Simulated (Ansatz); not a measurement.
The starting structures come from a database of crystals and need not be the phases stable at ambient conditions.

 Where the default PAW files enter, the runs use the earlier of Ansatz's two default sets.

Evanescent states of KHF2 (I4/mcm, not sure to be the ambient phase, 8 atoms a cell, 13.7 Å³ an atom) along the normal of (100)

The numbers are results of r2SCAN (plane waves, PAW; Ansatz, a program for electronic structure), not measurements.

The gap is the functional's own. No spin-orbit coupling. Mid-gap values are interpolated on the energy grid.

Energies count from the valence-band top; κ is the least over a 6×6 mesh across the current.

```json
[
 {"E (eV)": "0.17", "κ (1/Å)": "0.291", "where": "Γ"},
 {"E (eV)": "0.53", "κ (1/Å)": "0.406", "where": "Γ"},
 {"E (eV)": "0.88", "κ (1/Å)": "0.474", "where": "Γ"},
 {"E (eV)": "1.23", "κ (1/Å)": "0.519", "where": "Γ"},
 {"E (eV)": "1.57", "κ (1/Å)": "0.552", "where": "Γ"},
 {"E (eV)": "1.93", "κ (1/Å)": "___", "where": "Γ"},
 {"E (eV)": "2.27", "κ (1/Å)": "___", "where": "Γ"},
 {"E (eV)": "2.62", "κ (1/Å)": "___", "where": "Γ"},
 {"E (eV)": "2.98", "κ (1/Å)": "___", "where": "Γ"},
 {"E (eV)": "3.33", "κ (1/Å)": "___", "where": "Γ"},
 {"E (eV)": "3.67", "κ (1/Å)": "___", "where": "Γ"},
 {"E (eV)": "4.03", "κ (1/Å)": "___", "where": "Γ"},
 {"E (eV)": "4.38", "κ (1/Å)": "___", "where": "Γ"},
 {"E (eV)": "4.72", "κ (1/Å)": "___", "where": "Γ"},
 {"E (eV)": "5.08", "κ (1/Å)": "___", "where": "Γ"},
 {"E (eV)": "5.42", "κ (1/Å)": "___", "where": "Γ"},
 {"E (eV)": "5.78", "κ (1/Å)": "___", "where": "Γ"},
 {"E (eV)": "6.12", "κ (1/Å)": "0.462", "where": "Γ"},
 {"E (eV)": "6.47", "κ (1/Å)": "0.420", "where": "Γ"},
 {"E (eV)": "6.83", "κ (1/Å)": "0.370", "where": "Γ"},
 {"E (eV)": "7.17", "κ (1/Å)": "0.305", "where": "Γ"},
 {"E (eV)": "7.53", "κ (1/Å)": "0.213", "where": "Γ"}
]
```

Problem. Complete the blanks.

Solution. 
- 1.93, κ (1/Å): 0.575
- 2.27, κ (1/Å): 0.591
- 2.62, κ (1/Å): 0.601
- 2.98, κ (1/Å): 0.606
- 3.33, κ (1/Å): 0.607
- 3.67, κ (1/Å): 0.603
- 4.03, κ (1/Å): 0.596
- 4.38, κ (1/Å): 0.584
- 4.72, κ (1/Å): 0.569
- 5.08, κ (1/Å): 0.549
- 5.42, κ (1/Å): 0.525
- 5.78, κ (1/Å): 0.497
